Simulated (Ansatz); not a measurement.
The starting structures come from a database of crystals and need not be the phases stable at ambient conditions.

By PBEsol, the system below comes out a metal.

Without scattering a metal conducts by its projected Fermi surface.

Data:

```yaml
crystal:
  lattice:
    - [3.88049, 0.00000, 0.00000]
    - [0.00000, 3.88049, 0.00000]
    - [0.00000, 0.00000, 3.95968]
  atoms:
    - { symbol: Zr, position: [0.00000, 0.00000, 0.00000] }
    - { symbol: Ir, position: [0.50000, 0.50000, 0.00000] }
    - { symbol: Ir, position: [0.00000, 0.50000, 0.50000] }
    - { symbol: Ir, position: [0.50000, 0.00000, 0.50000] }
```

Space group of this cell: P4/mmm. The cell is strained (lengths across the current scaled by 0.98, ions clamped); by PBEsol its mean pressure is 6.4 GPa.

The current flows along the normal of the first two printed cell vectors, the (001) (indices of the unstrained crystal) plane of the conventional cell. No spin-orbit coupling; the value is a mean over 0.1 eV about the Fermi level.

### Question
Give the ballistic conductance per area that PBEsol (Ansatz, a first-principles code) yields.

### Answer
0.95 × 10¹⁵ S/m² for both spins.
